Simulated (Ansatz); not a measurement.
In₂O₃ (model structure, within 0.1 Å of Ibam, No. 72, 10 atoms in the cell), treated with LDA (plane waves, PAW; Ansatz, a quantum-chemistry and plane-wave program).

Run with plane-wave cutoff 520 eV, 8×8×6 k mesh (along the axes of the cell as run), Fermi–Dirac smearing 0.01 eV, scalar-relativistic PAW data made under PBE.

Cell (relaxed at this level):

Space group Ibam (No. 72); a = 5.2020 Å, b = 9.2404 Å, c = 5.3997 Å, α = 90.00°, β = 90.00°, γ = 90.00°

```json
[
 {"atom": "In", "site": "8j", "symmetry": "..m", "x": "0.3048", "y": "0.1461", "z": "0.0000"},
 {"atom": "O", "site": "8g", "symmetry": ".2.", "x": "0.0000", "y": "0.1992", "z": "0.2500"},
 {"atom": "O", "site": "4b", "symmetry": "222", "x": "0.0000", "y": "0.5000", "z": "0.2500"}
]
```
(The calculation used a cell of 10 atoms; values per cell refer to that cell.)

**Question.** Estimate the band gap and smallest direct gap on the k points sampled that the calculation returns.

**Answer.** 
* **band gap**: 0.56 eV
* **smallest direct gap on the k points sampled**: 0.59 eV

Spin–orbit coupling is not included.

The computed numbers hold no vibrational or temperature effects.

It cost around 80 core-seconds (rough) of CPU time.

A model structure was made by putting elements into a prototype or built by hand; it is no filed structure, need not be a known phase, and can be a saddle point held by its symmetry.
